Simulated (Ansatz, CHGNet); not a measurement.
For cubic perovskite KMgF3, the machine-learned potential CHGNet-r²SCAN (trained on r²SCAN data) gives:

```
Quantity                          Result
------------------------------  --------
lattice constant a               3.976 Å
elastic constant C11             117 GPa
elastic constant C44            35.3 GPa
Voigt–Reuss–Hill shear modulus  35.1 GPa
```

### Question
What does PBE0 (PAW; Ansatz, a program for electronic structure) give for the same quantities?

### Answer

- lattice constant a: 4.004 Å (rises by 0.7 %)
- elastic constant C11: 135 GPa (grows by 15 %)
- elastic constant C44: 47.9 GPa (goes up by 36 %)
- Voigt–Reuss–Hill shear modulus: 47.5 GPa (grows by 35 %)

For comparison: lattice constant a 3.990 Å (measured, room temperature, not corrected to a static lattice; as tabulated in Vaitheeswaran et al. (2007), arXiv:cond-mat/0703621); elastic constant C11 138 ± 0.2 GPa (measured, temperature not stated, no zero-point or thermal correction, our sources range from 132 to 138; as tabulated in Vaitheeswaran et al. (2007), arXiv:cond-mat/0703621); elastic constant C44 49.8 ± 0.08 GPa (measured, temperature not stated, no zero-point or thermal correction, our sources range from 48.5 to 49.8; as tabulated in Vaitheeswaran et al. (2007), arXiv:cond-mat/0703621).

Changes are worked out from the printed values.

Unless a cell is named, each level is at its own relaxed cell (CHGNet-r²SCAN 12.58, PBE0 12.84 Å³/atom).

Ansatz's density-functional and Hartree–Fock values are scalar-relativistic unless marked +SOC, with PAW data made under PBE.
